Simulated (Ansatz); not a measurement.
The parent structure is Li₂S in the anti-fluorite structure (space group Fm-3m, No. 225; a = 5.655 Å). Axes: x, y, z lie along the cube axes.

Calculations: PBEsol/PAW in Ansatz (an electronic-structure program), no spin-orbit coupling.

Strains are applied to the cell and any free atomic positions relax; under biaxial strain the out-of-plane vector relaxes too.

One change was made to it. Results:

The volume per atom increases by 0.59 Å³ (15.07 Å³ → 15.66 Å³); the energy rises by 5.5 meV/atom; the band gap decreases by 0.137 eV, from 3.20 eV to 3.07 eV; the pressure (mean of the normal stresses, compression positive) goes from zero to -1.50 GPa; the electron mass becomes 0.59 mₑ along k, 0.35 mₑ across (at X) (base: 0.62 mₑ along k, 0.33 mₑ across (at X)).

### Question
Name the change that was made.
A. biaxial strain +2.50 %, plane normal [001], relaxed out of plane
B. biaxial strain +2.00 %, plane normal [001], relaxed out of plane
C. biaxial strain −0.50 %, plane normal [001], relaxed out of plane

### Answer
A, biaxial strain +2.50 %, plane normal [001], relaxed out of plane. For comparison, the energy relative to the base in the other runs: biaxial strain −0.50 %, plane normal [001], relaxed out of plane gives +0.2 meV/atom; biaxial strain +2.00 %, plane normal [001], relaxed out of plane gives +3.5 meV/atom.

Effective masses come from finite differences of ±0.01 Å⁻¹. Along k means along the line from Γ to the band edge. Whether these cells are dynamically stable was not tested.
